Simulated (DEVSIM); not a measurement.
Device: abrupt Si p-n junction, at 400 K.

```
layer (left to right)  material  thickness (μm)  Nd (cm⁻³)  Na (cm⁻³)  τn (s)  τp (s)
---------------------  --------  --------------  ---------  ---------  ------  ------
1                            Si            3.10          -       2e16  1.3e-6  1.3e-6
2                            Si            4.20     8.4e17          -  1.3e-6  1.3e-6
```

Left contact: ohmic. Right contact: ohmic. Voltage is applied to the left contact. Recombination: SRH at mid-gap, Auger. Gap narrowing is on: ΔEg = 6.92 meV × (l + √(l² + 0.5)), l = ln(N/1.3e17 cm⁻³), shared equally by both band edges. Mobility is μmin + (μ − μmin)/(1 + (N/Nref)^α).

This is a model device: material constants are rounded textbook-type values typed into the input, and sizes, dopings and lifetimes were drawn at random. Values at 300 K; Nc and Nv go as T^1.5, mobilities as T to minus their exponent, the gap by Varshni's rule with the affinity fixed.

| parameter | Si |
|---|---|
| gap (eV) | 1.124 |
| affinity (eV) | 4.05 |
| permittivity | 11.7 |
| Nc (cm⁻³) | 2.86e19 |
| Nv (cm⁻³) | 3.1e19 |
| μn (cm²/Vs) | 1417 |
| μp (cm²/Vs) | 470 |
| μn,min | 52 |
| μp,min | 45 |
| Nref,n | 9.7e16 |
| Nref,p | 2.2e17 |
| αn | 0.68 |
| αp | 0.72 |
| T exponent of μn | 2.3 |
| T exponent of μp | 2.2 |
| Cn (cm⁶/s) | 2.8e-31 |
| Cp (cm⁶/s) | 9.9e-32 |
| Varshni α (eV/K) | 0.000473 |
| Varshni β (K) | 636 |

Model (solved in DEVSIM): 1D drift-diffusion, Boltzmann statistics, complete ionisation; no tunnelling, impact ionisation, image-force lowering or self-heating.

The temperature was swept, all else fixed.

```
temperature (K)  potential step across the device at zero bias (V)  dark forward voltage at 1 A/cm² (V)  dark forward voltage at 100 A/cm² (V)
---------------  -------------------------------------------------  -----------------------------------  -------------------------------------
250                                                          0.900                                0.705                                  0.808
300                                                          0.829                                0.598                                  0.724
350                                                          0.755                                  [?]                                    [?]
400                                                          0.678                                0.378                                  0.547
450                                                          0.599                                0.265                                  0.456
500                                                          0.517                                0.152                                  0.364
```

### Question
What belongs in the gaps?

### Answer

- 350, dark forward voltage at 1 A/cm² (V): 0.489
- 350, dark forward voltage at 100 A/cm² (V): 0.636
